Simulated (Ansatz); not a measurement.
Levels about the gap of amorphous Si₂₄O₄₈Mo (73 atoms in a cell of 1105 Å³, 2.31 g/cm³; zone centre alone, so wide bands show as single levels with stretches between that a denser mesh fills), at the geometry that PBE relaxed, where it gives -0.2 GPa on a denser mesh. The participation number counts the atoms over which a state spreads; weights are charges in smoothed Voronoi cells. The levels come from a single point, so bond lengths are those of that geometry. Method of the levels: PBE, scalar-relativistic without spin-orbit coupling (Ansatz, a quantum-chemistry and plane-wave program). Sampling: the zone centre alone; Fermi-Dirac width 0.01 eV; collinear spin, started from moments on atoms (at the end a net moment of 4.0 μB). The usual formal charges leave 6 electrons over, so the level spacing at the Fermi energy parts defect or band states and needn't be the band gap. In the spin-polarised cell the level spacing at the Fermi energy can part levels of unlike spin. At PBE the levels at both edges of the gap are localised (band-tail or defect states), and the nearest spread-out levels lie 5.5 eV apart at the zone centre.

It comes from a melt-quench run on a machine-learned potential (CHGNet), relaxed afterwards by DFT. O atoms were pushed apart under 1.9 Å during the dynamics, to hinder bonds among them. The hot cell started wider than the set density and was brought back towards it in steps. It is the lowest in DFT energy of 2 quenches. It is a model cell: composition and starting density were chosen by hand, and all elements were melted together. No dispersion term was used. Its density started from a set value of 2.31 and ended at 2.31 g/cm³. The simulated quench (nominally 320 K/ps over its main leg) is rapid and tends to freeze in more defects than a deposited or slowly cooled glass has. A cell of this size samples the disorder only roughly. The volume was held where the preparation left it and the shape relaxed, at a PBE pressure of -0.2 GPa (tension).

```
E - E(highest filled), eV  filling  spin  participation number        largest on  weight O  weight Mo  weight Si
-------------------------  -------  ----  --------------------  ----------------  --------  ---------  ---------
-2.84                       filled    dn                   6.3   O, 2 neighbours      0.95       0.02       0.03
-0.76                       filled    up                   1.9  Mo, 2 neighbours      0.16       0.71       0.13
-0.54                       filled    up                   2.4  Mo, 2 neighbours      0.20       0.62       0.18
-0.47                       filled    dn                   2.7  Si, 3 neighbours      0.36       0.02       0.62
-0.40                       filled    up                   3.7  Mo, 2 neighbours      0.28       0.44       0.28
-0.05                       filled    up                   1.7  Mo, 2 neighbours      0.22       0.76       0.02
0.00                        filled    up                   2.1  Mo, 2 neighbours      0.26       0.68       0.06
1.47                         empty    up                   2.6  Mo, 2 neighbours      0.30       0.60       0.10
1.95                         empty    dn                   2.2  Mo, 2 neighbours      0.27       0.68       0.06
2.10                         empty    dn                   1.7  Mo, 2 neighbours      0.20       0.76       0.04
2.27                         empty    dn                   2.5  Mo, 2 neighbours      0.30       0.62       0.08
2.44                         empty    up                  38.1  Mo, 2 neighbours      0.64       0.11       0.25
2.50                         empty    dn                   1.6  Mo, 2 neighbours      0.19       0.79       0.02
2.59                         empty    dn                   3.0  Mo, 2 neighbours      0.31       0.56       0.12
```

Most localised among these is the empty level at +2.50 eV, on a Mo atom, which has 2 neighbours (O 2.01 Å, O 2.13 Å).
